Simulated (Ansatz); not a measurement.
Consider Ti$_{2}$O$_{3}$ in the corundum structure (space group R-3c, No. 167; a = 5.0387 Å, c = 13.8814 Å (hexagonal axes)).

Method: Kohn–Sham DFT with the PBEsol functional, run in Ansatz (a quantum-chemistry and plane-wave program) with PAW and 420 eV plane waves, no spin-orbit coupling.

One change was made to it. Results:

The c/a ratio hardly moves (2.755 against 2.754); the density increases by 0.014 g/cm³ to 4.71 g/cm³; the shortest interatomic distance decreases by 0.002 Å (1.998 Å → 1.996 Å).

Problem. Which change produced these results?
A) pressure −2 GPa
B) pressure 3 GPa
C) pressure 7.5 GPa
D) pressure 10 GPa
E) pressure 0.7 GPa

Solution. E, pressure 0.7 GPa. For comparison, the density in the other runs: pressure −2 GPa gives 4.65 g/cm³; pressure 3 GPa gives 4.75 g/cm³; pressure 10 GPa gives 4.88 g/cm³; pressure 7.5 GPa gives 4.84 g/cm³.

Load acts through the strain it causes; cell and atoms are relaxed under it. Whether these cells are dynamically stable was not tested. No other phases were tried under pressure. No Hubbard U is applied, and correlation can decide whether such a compound is a metal. The final runs are not spin-polarised.
